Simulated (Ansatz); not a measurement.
# Response to strain in GaAs

The reference is GaAs in the zinc blende structure (space group F-43m, No. 216; a = 5.603 Å). Axes: x, y, z lie along the cube axes.

Strains are applied to the cell and any free atomic positions relax.

The values are results of Ansatz (a quantum-chemistry and plane-wave program), LDA, PAW, cutoff 420 eV, no spin-orbit coupling, not measurements.

Candidates:
(a) tensor shear ε_xy = +1.71 %
(b) tensor shear ε_xy = +0.86 %
(c) tensor shear ε_xy = +1.43 %

Base values:

| Quantity | Result |
|---|---|
| Band gap | 0.49 eV |

Problem. Order them by band gap, lowest first.

Solution. (a) tensor shear ε_xy = +1.71 % (0.33 eV), (c) tensor shear ε_xy = +1.43 % (0.36 eV), (b) tensor shear ε_xy = +0.86 % (0.41 eV)

No phonon test of stability was made.
